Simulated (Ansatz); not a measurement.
Start from CuI in the zinc blende structure (space group F-43m, No. 216; a = 6.023 Å). Axes: x, y, z lie along the cube axes.

It is then changed as follows: strain tensor (xx, yy, zz, yz, xz, xy) = (+1.07, −1.40, −0.92, −0.17, −0.68, +1.23) %, atoms relaxed at fixed cell.

Levels (all Ansatz, an electronic-structure program, PAW): r2SCAN (500 eV, without spin-orbit coupling); HSE06+SOC (420 eV, noncollinear with spin-orbit coupling).

The geometry is relaxed with r2SCAN.

| Property | Result |
|---|---|
| r2SCAN valence-band top at Γ | 0.00, -0.01, -0.06 eV |
| r2SCAN lowest conduction level above the VBM at special points | Γ 1.68 eV; R 2.42 eV; Z 2.50 eV |

With HSE06+SOC at the same geometry, the valence-band top at Γ (three highest Kramers pairs, from the VBM) goes from 0.00, -0.01, -0.06 eV to 0.00, -0.06, -0.68 eV; the lowest conduction level above the VBM at special points changes from Γ 1.68 eV; R 2.42 eV; Z 2.50 eV to Γ 2.43 eV; R 3.24 eV; Z 3.31 eV.

Single points use the geometry relaxed with r2SCAN. The spin-orbit shifts are approximate. With I present, leaving out spin-orbit coupling can change the band edges. The levels and masses belong to the bands next to the band gap. No phonon test of stability was made. The runs without spin-orbit coupling are not spin-polarised. Labels are those of the standard path for the cell's own space group.
